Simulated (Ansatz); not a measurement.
Zn4Te3S (model structure, P-4m2, No. 115, 8 atoms in the cell), treated with LDA in Ansatz (plane waves, PAW).

Run with plane-wave cutoff 520 eV, 8×8×4 k mesh (along the axes of the cell as run), Fermi–Dirac smearing 0.01 eV, scalar-relativistic PAW data made under PBE.

Cell (relaxed at this level):

```cif
data_STe3Zn4
_chemical_formula_sum 'Zn4 S1 Te3'
_space_group_name_H-M_alt 'P-4m2'
_space_group_IT_number 115
_space_group_name_Hall 'P -4 -2'
_cell_length_a 4.12847
_cell_length_b 4.12847
_cell_length_c 11.57353
_cell_angle_alpha 90.000
_cell_angle_beta 90.000
_cell_angle_gamma 90.000
loop_
_atom_site_label
_atom_site_type_symbol
_atom_site_symmetry_multiplicity
_atom_site_Wyckoff_symbol
_atom_site_fract_x
_atom_site_fract_y
_atom_site_fract_z
_atom_site_occupancy
Zn1 Zn 2 g 0.00000 0.50000 0.10141 1
S1 S 1 a 0.00000 0.00000 0.00000 1
Te1 Te 2 f 0.50000 0.50000 0.23430 1
Zn2 Zn 2 g 0.50000 0.00000 0.36680 1
Te2 Te 1 d 0.00000 0.00000 0.50000 1
```

**Question.** Estimate the band gap that the calculation returns.

**Answer.** 
* **band gap**: 1.07 eV

Note: the relaxation could raise the start's symmetry but not lower it, so the cell can be a saddle point.

Spin–orbit coupling is not included.

The result took roughly 100 core-seconds.

A model structure was made by putting elements into a prototype or built by hand; it is no filed structure, need not be a known phase, and can be a saddle point held by its symmetry.

Ansatz is a first-principles code.
